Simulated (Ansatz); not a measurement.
The reference is SnTe in the rock salt structure (space group Fm-3m, No. 225; a = 6.3697 Å).

The change: full substitution Sn → Pb, then cell and atoms are relaxed.

Levels (all Ansatz, a first-principles code, PAW): r2SCAN (500 eV, no spin-orbit coupling); HSE06+SOC (420 eV, noncollinear with spin-orbit coupling).

The geometry is relaxed with r2SCAN.

| Property | Result |
|---|---|
| r2SCAN band gap | 1.09 eV |

Question: What does HSE06+SOC give at this geometry for the band gap?

Answer: The band gap drops by 0.84 eV to 0.25 eV.

Single points use the geometry relaxed with r2SCAN. HSE06 gaps are upper bounds (no full band path). Differences between runs with and without spin-orbit coupling are approximate. With Pb and Te present, leaving out spin-orbit coupling can change the band edges. No phonon test of stability was made. A zero or small gap of SnTe can be the functional's error rather than a property of the material.
